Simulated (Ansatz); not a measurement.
**Several settings converged on CaGe₂Ru₂ (I4mm, 5 atoms in the cell)**

```xyz
5
Lattice="-2.1370 2.1370 4.9993 2.1370 -2.1370 4.9993 2.1370 2.1370 -4.9993" Properties=species:S:1:pos:R:3 pbc="T T T"
Ca     0.0000     0.0000     0.0500
Ge     0.0000     0.0000     3.6622
Ge     0.0000     0.0000     6.3365
Ru     0.0000     2.1370     2.4997
Ru     2.1370     0.0000     2.4997
```

Base method: PBEsol, default PAW files made with PBE (plane waves; Ansatz, a first-principles code).

Base settings: basis.ecutwfc = 420 eV; kpoints.mp_grid.grid = 5 5 5; hamiltonian.xc = pbesol; hamiltonian.pseudopotentials = {kind: paw} (the program's default PAW files); scf.occupations.method = gaussian; scf.occupations.width = 0.1 eV.

The count of work is k-points × plane waves × bands × iterations; it is no time. Core times come from one kind of shared machine, to one figure; runs under 30 s give none.

**The cutoff for other potential files**

Level: DFT, PBEsol, plane waves, harder PAW files (source: ansatz) made with PBE.

In this ladder: hamiltonian.pseudopotentials = {kind: paw, source: ansatz}.

The second cell is the first with its lattice scaled by 0.98.

The mesh stays at the base's, so the ladder's end is converged at best in this setting alone.

The first pressure column holds Ansatz's estimate of the finite-basis (Pulay) stress, which hides part of the cutoff error; the other is without it.

Only quantities that move along the ladder and can be compared are tabulated.

```tsv
basis.ecutwfc	free energy less the last step's (meV/atom)	energy of the compressed cell less the first (meV/atom)	pressure (GPa)	pressure without the Pulay estimate (GPa)	largest difference of a force vector from the last step's (eV/Å)	count of work / last
370 eV	7880.38	-40.78	-0.80	-290.22	0.549	0.12
450 eV	1894.99	0.89	-4.44	-98.23	0.143	0.16
575 eV	126.33	6.84	-3.29	-13.93	0.028	0.23
695 eV	4.42	5.44	-3.41	-3.89	0.002	0.31
820 eV	1.15	5.37	-3.41	-3.42	0.000	0.35
985 eV	0.90	5.37	-3.41	-3.42	0.000	0.47
1230 eV	0.39	5.37	-3.41	-3.42	0.000	0.65
1640 eV	0.00	5.37	-3.41	-3.42	0.000	1.0
```

Coarsest basis.ecutwfc that holds the free energy within 5 meV/atom of the last step, with all finer ones: 695 eV, at 0.31 of the last step's count of work; the step before is off by 130 meV/atom.

Coarsest basis.ecutwfc that holds the energy of the compressed cell less the first within 0.5 meV/atom of the last step, with all finer ones: 695 eV, at 0.31 of the last step's count of work; the step before is off by 1.5 meV/atom.

Coarsest basis.ecutwfc that holds the forces within 0.005 eV/Å of the last step, with all finer ones: 695 eV, at 0.31 of the last step's count of work; the step before is off by 0.028 eV/Å.

The energy difference between the two cells stays within 1 meV/atom of the last step's from 695 eV on, the total only from 985 eV on: much of the error is common to both cells and cancels.

At the lowest cutoff the pressure without the Pulay estimate lies 287 GPa under the last step's, the usual sign of Pulay stress in an incomplete plane-wave basis.

**The density cutoff**

The second cell is the first with its lattice scaled by 0.98.

The mesh stays at the base's, so the ladder's end is converged at best in this setting alone.

Only quantities that move along the ladder and can be compared are tabulated.

| basis.ecutrho_ratio | free energy less the last step's (meV/atom) | energy of the compressed cell less the first (meV/atom) | pressure (GPa) |
|---|---|---|---|
| 2 | -11.94 | 5.61 | -2.85 |
| 3 | -0.27 | 5.18 | -3.42 |
| 4 | -0.01 | 5.18 | -3.44 |
| 5 | 0.00 | 5.18 | -3.44 |
| 6 | 0.00 | 5.18 | -3.44 |
| 8 | 0.00 | 5.18 | -3.44 |
| 10 | 0.00 | 5.18 | -3.44 |
| 12 | 0.00 | 5.18 | -3.44 |
| 16 | 0.00 | 5.18 | -3.44 |

Coarsest basis.ecutrho_ratio that holds the free energy within 2 meV/atom of the last step, with all finer ones: 3; the step before is off by 12 meV/atom.

Coarsest basis.ecutrho_ratio that holds the pressure within 0.2 GPa of the last step, with all finer ones: 3; the step before is off by 0.59 GPa.

Coarsest basis.ecutrho_ratio that holds the energy of the compressed cell less the first within 0.2 meV/atom of the last step, with all finer ones: 3; the step before is off by 0.43 meV/atom.

The energy difference between the two cells stays within 1 meV/atom of the last step's from 2 on, the total only from 3 on: much of the error is common to both cells and cancels.

**The relaxed cell against the cutoff**

On CaGe₂Ru₂ (I4/mmm, 5 atoms in the cell): atoms on their sites.

In this ladder: relax = cell and atoms.

The mesh stays at the base's, so the ladder's end is converged at best in this setting alone.

Only quantities that move along the ladder and can be compared are tabulated.

```tsv
basis.ecutwfc	relaxed volume (Å³/atom)	relaxation steps	core time / last (rough)
250 eV	17.493	30	1
295 eV	17.752	14	0.6
355 eV	17.738	7	–
420 eV	17.733	5	0.4
505 eV	17.734	5	0.4
630 eV	17.733	5	0.7
840 eV	17.733	5	1
```

Coarsest basis.ecutwfc that holds the relaxed volume within 0.018 Å³/atom of the last step, with all finer ones: 355 eV; the step before is off by 0.020 Å³/atom.

At the lowest cutoff the cell relaxes to a volume 1.3 % smaller than at the highest. Ansatz relaxes on a stress corrected for the finite basis.

On the base run: the starting cell comes from a database of computed structures (which also holds hypothetical and non-ambient phases and stackings), without a prior relaxation at this level. Its lattice was rescaled by up to half a per cent. One atom was moved a little off its site on purpose. Spin polarisation is off.

Left out of this page: 1 run of the series failed or unconverged.

Keys are those of Ansatz 0.2.
